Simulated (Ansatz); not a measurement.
The parent structure is MgSe in the rock salt structure (space group Fm-3m, No. 225; a = 5.472 Å). Axes: x, y, z lie along the cube axes.

The values are results of r2SCAN, PAW, 500 eV (Ansatz, an electronic-structure program; scalar-relativistic without spin-orbit coupling), not measurements.

Strains are applied to the cell and any free atomic positions relax; under biaxial strain the out-of-plane vector relaxes too.

One change was made to it. Results:

| quantity | base | after |
|---|---|---|
| smallest direct gap | 3.44 eV | 3.46 eV |
| valence-band top at Γ (three highest levels, from the VBM) | 0.00, 0.00, 0.00 eV | 0.00, 0.00, -0.06 eV |

Q: Which change produced these results?
A) biaxial strain −1.67 %, plane normal [111], relaxed out of plane
B) biaxial strain −2.08 %, plane normal [111], relaxed out of plane
C) biaxial strain −0.42 %, plane normal [111], relaxed out of plane
D) biaxial strain −2.50 %, plane normal [111], relaxed out of plane

A: C, biaxial strain −0.42 %, plane normal [111], relaxed out of plane. For comparison, the valence-band top at Γ in the other runs: biaxial strain −1.67 %, plane normal [111], relaxed out of plane gives 0.00, 0.00, -0.27 eV; biaxial strain −2.50 %, plane normal [111], relaxed out of plane gives 0.00, 0.00, -0.41 eV; biaxial strain −2.08 %, plane normal [111], relaxed out of plane gives 0.00, 0.00, -0.34 eV.

Stability against distortions was not tested.
